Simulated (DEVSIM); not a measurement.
Device: Ni/Al2O3/SiO2/n-Si capacitor, at 250 K.

```csv
layer (left to right),material,thickness (nm),Nd (cm⁻³)
1,Al2O3,6.00,-
2,SiO2,0.750,-
3,Si,6000,9.1e15
```

Metal gate on the left, work function 5.1 eV. Fixed charge at the semiconductor interface 3.8e10 cm⁻² (in units of +e); no interface traps.

The device is made up for the run: typed textbook-type constants, with dimensions and the other settings drawn at random. Values at 300 K; Nc and Nv go as T^1.5, mobilities as T to minus their exponent, the gap by Varshni's rule with the affinity fixed.

```tsv
parameter	Al2O3	SiO2	Si
gap (eV)	6.8	9	1.124
affinity (eV)	1.35	0.9	4.05
permittivity	9	3.9	11.7
Nc (cm⁻³)	-	-	2.86e19
Nv (cm⁻³)	-	-	3.1e19
Varshni α (eV/K)	-	-	0.000473
Varshni β (K)	-	-	636
```

Model (solved in DEVSIM): 1D Poisson equation in equilibrium, Boltzmann statistics, complete ionisation; no quantum confinement or tunnelling. Metal contacts follow the ideal Schottky-Mott rule: no Fermi-level pinning, no interface dipoles.

The interface trap density was swept, all else fixed.

| interface trap density (cm^-2 eV^-1) | threshold voltage (band bending 2φF) (V) | flat-band voltage (V) | minimum of the low-frequency capacitance (μF/cm²) |
|---|---|---|---|
| 0 | 0.03 | 0.88 | 0.0329 |
| 1e10 | 0.03 | 0.88 | 0.0344 |
| 1e11 | 0.02 | 0.88 | 0.0475 |
| 3e11 | 0.00 | 0.88 | 0.0757 |
| 1e12 | -0.07 | 0.90 | 0.164 |
| 2e12 | -0.16 | 0.93 | 0.264 |

From the first row to the last the threshold voltage (band bending 2φF) goes from 0.03 to -0.16. From the first row to the last the flat-band voltage goes from 0.88 to 0.93.
